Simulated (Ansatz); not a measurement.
**Response to strain in PbI2**

Base system: PbI$_{2}$ in the CdI2 type structure (space group P-3m1, No. 164).

```yaml
crystal:
  lattice:
    - [4.55930, 0.00000, 0.00000]
    - [-2.27965, 3.94847, 0.00000]
    - [0.00000, 0.00000, 6.97268]
  atoms:
    - { symbol: Pb, position: [0.00000, 0.00000, 0.00000] }
    - { symbol: I, position: [0.33333, 0.66667, 0.27092] }
    - { symbol: I, position: [0.66667, 0.33333, 0.72908] }
```

Cartesian axes are those of the cell as printed.

Strains are applied to the cell and any free atomic positions relax; under biaxial strain the out-of-plane vector relaxes too.

Level of theory: PBE-D3(BJ) (Ansatz, a first-principles code; PAW; 420 eV plane waves; scalar-relativistic without spin-orbit coupling), earlier PAW set.

Candidates:
(a) biaxial strain −0.34 %, plane normal [001], relaxed out of plane
(b) biaxial strain +1.09 %, plane normal [001], relaxed out of plane
(c) isotropic strain −0.68 %
(d) isotropic strain −5.83 %

For the base:

- Width of the top valence band: 0.95 eV

### Question
Order them by width of the top valence band, lowest first.

### Answer
(b) biaxial strain +1.09 %, plane normal [001], relaxed out of plane (0.85 eV), (a) biaxial strain −0.34 %, plane normal [001], relaxed out of plane (0.99 eV), (c) isotropic strain −0.68 % (1.05 eV), (d) isotropic strain −5.83 % (2.05 eV)

Spin-orbit coupling, missing from the scalar runs, can matter with I and Pb. The levels and masses belong to the bands next to the band gap. No phonon test of stability was made.
